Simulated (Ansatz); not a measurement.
The parent structure is WC (space group P-6m2, No. 187; a = 2.9127 Å, c = 2.8354 Å; relaxed with 0.1 eV smearing).

Method: plane-wave PAW DFT at the r2SCAN level (Ansatz, a program for electronic structure, 500 eV), no SOC.

Base values:

| Property | Value |
|---|---|
| Pressure | 0.0 GPa |
| Band gap | zero |

Perturbation: the cell is scaled by 0.9850 in all directions; the atoms relax in the strained cell.

Task: Predict the new pressure, band gap and energy relative to the base.

Result: The pressure (mean of the normal stresses, compression positive) goes from zero to 20.2 GPa; the band gap is still zero; the energy increases by 28 meV/atom.

No phonon test of stability was made. All final runs are without spin polarisation.
